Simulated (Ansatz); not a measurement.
**CO on the 1x1 (110) surface of 3C silicon carbide (cut with top plane C + Si), one in a 2x2 cell, started at the site 'hollow Si'**

Host crystal: 3C silicon carbide, with a band gap (PBE, scalar-relativistic without spin-orbit coupling).

The numbers are results of PBE (plane waves to 420 eV, PAW; Ansatz, an electronic-structure program), not measurements.

Model: 50-atom slab, 7.7 Å thick at the start under the adsorbate (thin: gaps and levels are the slab's own), 3x3x1 mesh, Fermi-Dirac 0.01 eV, dipole correction, 24 atoms held, the rest relaxed; held to the start's symmetry, so lower structures may exist; no spin, no spin-orbit, no U, no dispersion correction. At the end it is bonded to Si. In PBE it is, or lies within 0.03 eV of, the lowest of the starts that converged.

- adsorption energy against CO(g): -0.79 eV
- change of the step from the bottom to the top vacuum level, against the clean slab: -0.41 eV
- energy released by relaxation: 1.53 eV
- height of the binding atom over the mean of the host atoms within 0.3 Å of the top one: 1.559 Å
- nearest host atoms of the binding atom: Si at 2.02 Å, C at 2.99 Å, C at 2.99 Å
- largest move of a host atom: 0.17 Å
- note: in the relaxation the adsorbate left its starting site by 2.2 Å
- cost: very roughly 18 core-minutes

A negative adsorption energy means that the adsorbate is more stable on the surface than in its reference.
